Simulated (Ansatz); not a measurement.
Input and output of a zone-centre phonon calculation for Ta3W (Fm-3m, 4 atoms in the cell) (Ansatz, a first-principles code).

Computed with LDA (PW92), PAW files made with PBE (plane waves; Ansatz).

```
Ta3W
1.0
    0.00000     3.25084     3.25084
    3.25084     0.00000     3.25084
    3.25084     3.25084     0.00000
Ta W
3 1
Direct
  0.25000   0.25000   0.25000
  0.75000   0.75000   0.75000
  0.50000   0.50000   0.50000
  0.00000   0.00000   0.00000
```

Reference input (self-consistent single point, DFT, LDA (PW92), plane waves, PAW files made with PBE): basis.ecutwfc = 420 eV; kpoints.mp_grid.grid = 9 9 9; hamiltonian.xc = lda; hamiltonian.pseudopotentials = {kind: paw} (the program's default PAW files); scf.occupations.method = gaussian; scf.occupations.width = 0.1 eV. This run's input differs from it in these lines:

Ansatz 0.2 input:
```diff
@@ -13,3 +13,3 @@
 kpoints:
-  mp_grid: { grid: [9, 9, 9] }
+  mp_grid: { grid: [8, 8, 8] }
 hamiltonian:
@@ -19,6 +19,4 @@
   occupations: { method: gaussian, width: 0.1 }
-output:
-  forces: true
-  eigenvalues: true
-  stress: true
+phonons:
+  method: dfpt
```

The program printed (abridged):

```
SCF iter   1: F=—  HF=-39184.162942 eV  |F-HF|=—  |Δ(HF+E_count)|=         —  Δρ=1.03e-1  dr2=1.79e1  ethr=3.10e-3  ⟨swp⟩=4.2  Hψ=6316  notcnv=0
all-band conjugate gradients solve this SCF's bands
preconditioner: auto → Kerker (q_TF=auto, 2.613 Å⁻¹)
SCF iter   2: F=—  HF=-39181.102211 eV  |F-HF|=—  |Δ(HF+E_count)|=    3.06e0  Δρ=2.73e-2  dr2=4.96e-1  ethr=3.10e-3  ⟨swp⟩=3.0  Hψ=4285  notcnv=0  defer=48
   [... lines left out ...]
SCF iter   8: F=—  HF=-39180.931880 eV  |F-HF|=—  |Δ(HF+E_count)|=   3.68e-6  Δρ=4.33e-6  dr2=7.92e-9  ethr=2.11e-9  ⟨swp⟩=2.0  Hψ=2478  notcnv=0  defer=48
SCF iter   9: F=—  HF=-39180.931880 eV  |F-HF|=—  |Δ(HF+E_count)|=  1.38e-10  Δρ=1.09e-6  dr2=7.22e-10  ethr=1.50e-11  ⟨swp⟩=1.3  Hψ=1872  notcnv=0  defer=48
SCF iter  10: F=—  HF=-39180.931880 eV  |F-HF|=—  |Δ(HF+E_count)|=  1.31e-10  Δρ=1.28e-7  dr2=1.23e-11  ethr=1.36e-12  ⟨swp⟩=2.0  Hψ=2488  notcnv=0  defer=48
SCF iter  11: F=-39180.931880 eV  HF=-39180.931880 eV  |F-HF|=1.46e-11  |Δ(HF+E_count)|=  7.28e-12  Δρ=9.17e-9  dr2=2.89e-14  ethr=1.00e-12  ⟨swp⟩=8.4  Hψ=8012  notcnv=0
SCF 1 converged in 11 iterations: F = -39180.931880 eV  dr2 = 2.89e-14
DFPT response loops at Γ: preconditioner auto → Kerker (q_TF=auto, 2.613 Å⁻¹) (partly filled bands, converged f_vac=0.000) …
Free energy (F): -39180.931880 eV
Internal energy: -39180.909919 eV  (E = F + TS)
E sigma→0 (E₀):  -39180.920900 eV
Entropy (-TS):   -0.021961 eV (-5.490 meV/atom)
Fermi energy:    19.211672 eV
--- Phonons (Γ-DFPT): 3 representative perturbations + reference, on 59 of 512 k-points (Σ response iterations 9) ---
  k mesh reduced under 8 symmetry operations, with k and −k counted as one. Each operation leaves every solved displacement unchanged or reverses it
  ASR residual: 2.772e-5 → 0.000e0 eV/Å²; symmetrization residual: 1.967e-5 eV/Å²
  ASR residual per site (eV/Å²): 2.77e-5 2.77e-5 1.43e-5 1.63e-5
  Γ frequencies (cm⁻¹): 0.00 0.00 0.00 127.68 127.68 127.68 138.70 138.70 138.70 177.33 177.33 177.33
  non-analytic LO–TO correction: not included (Born effective charges unavailable; polar crystals: no LO–TO splitting at Γ)
```

The run converged in 11 iterations. 

Summary of the result:
Free energy E − TS (on the zero of these files): -39180.9319 eV
Fermi level (on the code's own zero): 19.21 eV
Zone-centre frequencies (cm⁻¹; negative means imaginary): 0, 0, 0, 128, 128, 128, 139, 139, 139, 177, 177, 177

The starting cell comes from a database of computed structures (which also holds hypothetical and non-ambient phases and stackings), without a prior relaxation at this level. Its lattice was rescaled by up to half a per cent. Spin polarisation is off.
